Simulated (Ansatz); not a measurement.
Functionals compared on CO on the 1x1 (100) surface of fcc Cu, one in a 2x2 cell, started at the site 'bridge Cu-Cu (span 2.6 Å)', in Ansatz (plane waves, PAW). The structure was relaxed with PBE; the other rows are single points on it, each with its references at the same level. Cutoff 420 eV (500 eV for r2SCAN).

Model: 18-atom slab, 5.3 Å thick at the start under the adsorbate (thin: gaps and levels are the slab's own), 6x6x1 mesh, Fermi-Dirac 0.1 eV, dipole correction, 8 atoms held, the rest relaxed; start symmetry kept, larger cells not searched; no spin, no spin-orbit, no U, no dispersion correction. At the end it is bonded to 2 Cu. In PBE it is, or lies within 0.03 eV of, the lowest of the starts that converged. These notes are the PBE run's. Adsorption energies are against CO(g). A negative adsorption energy means that the adsorbate is more stable on the surface than in its reference.

| functional | adsorption energy (eV) | work function of the top face (eV) | change of the work function (eV) | rough cost of the single point |
|---|---|---|---|---|
| PBE | -0.86 | 5.13 | 0.59 | – |
| RPBE | -0.53 | 4.99 | 0.62 | about 4 core-minutes (a rough figure) |
| r2SCAN | … | … | … | roughly 6 core-minutes |

Problem. Complete the blanks.

Solution. 
- r2SCAN, adsorption energy (eV): -0.97
- r2SCAN, work function of the top face (eV): 5.19
- r2SCAN, change of the work function (eV): 0.65

Ansatz is a first-principles code.
